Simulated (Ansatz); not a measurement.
**In2O3 (Pbcn, No. 60, 20 atoms in the cell; start mp-1105681; a measured phase of this formula has another space group)**

The numbers are results of r²SCAN+rVV10 in Ansatz (PAW), not measurements.

Numerical settings: plane-wave cutoff 560 eV, 4×6×6 k mesh (along the axes of the cell as run), Fermi–Dirac smearing 0.01 eV, scalar-relativistic PAW data made under PBE.

Cell (relaxed at this level):

In2O3 is modelled in the orthorhombic space group Pbcn (No. 60), Pearson symbol oP20. Cell: a = 7.949 Å, b = 5.502 Å, c = 5.596 Å, α = β = γ = 90.00°. In on 8d has 6 O at 2.130–2.292 Å. O1 on 8d is coordinated by 4 In at 2.146–2.292 Å. O2 on 4c is surrounded by 4 In at 2.130–2.218 Å. (Neighbours: up to the widest gap in distance over summed covalent radii, below 1.35, at either atom; cation-cation and far metal-metal contacts left out.)

```json
{
  "band_gap": "1.60 eV"
}
```

Spin–orbit coupling is not included.

Static lattice: no zero-point or thermal effects.

Computing time: roughly 2.6 core-minutes.

A start named mp-… is a Materials Project structure, which need not be a measured phase.

Ansatz is a program for electronic structure.
